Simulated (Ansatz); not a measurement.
Cost and result by functional for the surface energy of the (210) surface of fcc Pt in its 1x1 cell, outermost plane spacing 0.89 Å in the ideal cut, in Ansatz (plane waves, PAW). Single points on the PBE structure, on one kind of machine; costs are rough ratios of the slab run's core time (references not counted) to the cheapest single point. r2SCAN's cost holds its higher cutoff (500 against 420 eV). Differences are taken against r2SCAN for comparison alone: no measured value is at hand, so the table doesn't rank accuracy.

Set-up: 12 atoms, 9.8 Å thick at the start (thin: gaps and levels are the slab's own); mesh 10x9x1; 0.1 eV smearing; dipole correction on; all atoms relaxed; held to the part of the start's symmetry that mesh and held atoms allow; no spin, no spin-orbit, no U. These notes are the PBE run's.

```json
[
 {"functional": "RPBE", "relative cost": "1", "surface energy (J/m²)": "1.65", "less r2SCAN (J/m²)": "-0.48"},
 {"functional": "PBEsol", "relative cost": "1", "surface energy (J/m²)": "2.36", "less r2SCAN (J/m²)": "0.23"},
 {"functional": "LDA", "relative cost": "1", "surface energy (J/m²)": "2.55", "less r2SCAN (J/m²)": "0.42"},
 {"functional": "r2SCAN", "relative cost": "2", "surface energy (J/m²)": "2.13", "less r2SCAN (J/m²)": "0.00"},
 {"functional": "PBE (the relaxed run's value)", "relative cost": "–", "surface energy (J/m²)": "1.92", "less r2SCAN (J/m²)": "-0.21"}
]
```

The values span 0.90 J/m², while the single points' costs differ by a factor of roughly 2. Differences are of unrounded values.

Ansatz is a program for electronic structure.
